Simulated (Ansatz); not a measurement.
Consider this model of amorphous Ni38P10.

```xyz
48
Lattice="7.9105 0.1552 0.0571 0.1552 7.8359 -0.3202 0.0571 -0.3202 8.6869" Properties=species:S:1:pos:R:3 pbc="T T T"
Ni     7.1526     4.6762     0.4854
Ni     2.8753     7.0535     1.8121
Ni     6.4780     7.3997     2.2220
Ni     4.4871     7.3253     3.6815
Ni     1.0635     1.3477     8.2265
Ni     6.4647     2.1083     1.0736
Ni     1.2701     5.0497     5.1551
Ni     4.9939     5.4434     2.0080
Ni     3.2650     4.9288     6.9197
Ni     5.2135     6.4947     5.8993
Ni     7.5146     7.1225     4.6950
Ni     1.8197     7.6757     3.8820
Ni     3.1931     7.2426     8.1026
Ni     5.2305     0.6003     7.8407
Ni     3.9858     3.2115     2.3694
Ni     1.2695     5.9715     0.1130
Ni     6.4140     3.6958     2.9293
Ni     5.8079     1.2489     5.3268
Ni     0.3327     5.3515     2.6832
Ni     4.7455     3.7870     0.1157
Ni     1.3757     7.0256     6.5724
Ni     0.9289     3.6813     7.2156
Ni     3.1310     0.5759     6.2534
Ni     6.7641     2.5737     7.4180
Ni     4.6083     4.3016     4.7015
Ni     3.4041     1.8130     4.1941
Ni     0.6803     1.5927     5.6748
Ni     1.9329     1.4895     1.9012
Ni     4.2790     2.6303     6.5803
Ni     7.3796     5.7258     6.9609
Ni     7.6576     1.5182     3.3771
Ni     2.1896     3.6630     0.6725
Ni     2.8141     5.2013     3.2630
Ni     7.1215     3.8185     5.2590
Ni     5.3752     6.0444     8.4212
Ni     4.3803     0.8068     1.5151
Ni     1.3941     3.1890     3.6375
Ni     7.4219     7.7648    -0.0208
P      5.6161     4.4114     6.8443
P      7.2222     0.4117     6.9318
P      0.7388     7.4317     1.8284
P      3.0701     6.3456     5.1695
P      3.3947     5.4998     0.4886
P      5.4218     1.6588     3.2121
P      3.3402     1.6015     8.5142
P      6.1760     5.6927     3.8569
P      0.3280     3.0844     1.6811
P      2.3387     3.0917     5.6688
```

Computed with PBE, scalar-relativistic without spin-orbit coupling (plane waves to 420 eV, PAW; Ansatz, an electronic-structure program).

Preparation: random packing, a CHGNet melt and quench, and a DFT relaxation. The hot cell started wider than the set density and was brought back towards it in steps. It is the lowest in DFT energy of 3 quenches. It is a model cell: composition and starting density were chosen by hand, and all elements were melted together. No dispersion term was used. Its density started from a set value of 7.73 and ended at 7.85 g/cm³. The simulated quench (nominally 130 K/ps over its main leg) is rapid and tends to freeze in more defects than a deposited or slowly cooled glass has. Values belong to this one cell and scatter from quench to quench. Volume and shape were free in the relaxation. On a 2×2×2 Γ-centred mesh force components of up to 0.16 eV/Å stay, since the relaxation ran on one k-point at (1/4, 1/4, 1/4).

Neighbours within Ni-Ni 3.04 Å, Ni-P 2.70 Å, P-P 2.57 Å count as bonded.

Question: Give the coordination numbers, mean bond lengths and angles.

Answer: 
```
Item                                                                                         Value
-----------------------  -------------------------------------------------------------------------
Mean coordination of Ni  12.05 (1 with 9, 3 with 10, 3 with 11, 19 with 12, 10 with 13, 2 with 14)
Mean coordination of P                                         8.60 (1 with 7, 2 with 8, 7 with 9)
Mean Ni-Ni bond                                              2.614 Å (spread 0.153 Å, 186 counted)
Mean Ni-P bond                                                2.294 Å (spread 0.108 Å, 86 counted)
Bond angle at Ni                                                          mean 96.5°, spread 34.0°
Bond angle at P                                                           mean 98.9°, spread 31.0°
```
